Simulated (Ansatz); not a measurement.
# Sc₂InC (P6₃/mmc, No. 194, 8 atoms in the cell; start mp-20175)

All values below come from PBEsol (PAW; Ansatz, a program for electronic structure).

Settings: plane-wave cutoff 520 eV, 18×18×4 k mesh (along the axes of the cell as run), Fermi–Dirac smearing 0.05 eV, scalar-relativistic PAW data made under PBE.

Cell (relaxed at this level):

```yaml
crystal:
  lattice:
    - [3.31139, 0.00000, 0.00000]
    - [-1.65570, 2.86775, 0.00000]
    - [0.00000, 0.00000, 15.20439]
  atoms:
    - { symbol: Sc, position: [0.66667, 0.33333, 0.58010] }
    - { symbol: Sc, position: [0.33333, 0.66667, 0.41990] }
    - { symbol: Sc, position: [0.33333, 0.66667, 0.08010] }
    - { symbol: Sc, position: [0.66667, 0.33333, 0.91990] }
    - { symbol: In, position: [0.66667, 0.33333, 0.25000] }
    - { symbol: In, position: [0.33333, 0.66667, 0.75000] }
    - { symbol: C, position: [0.00000, 0.00000, 0.50000] }
    - { symbol: C, position: [0.00000, 0.00000, 0.00000] }
```

- band gap = zero (no gap)
- bulk modulus = 89.6 GPa

Note: the relaxation could not lower the start's symmetry, so the cell can be a saddle point above a distorted one; the bulk modulus is −V dP/dV from two relaxed cells at ±2 % in volume.

Spin–orbit coupling is not included; it can open a gap where bands touch, and shift volumes and moduli.

Cost on a shared machine: around 5 core-minutes (rough).

A start named mp-… is a Materials Project structure, which need not be a measured phase.
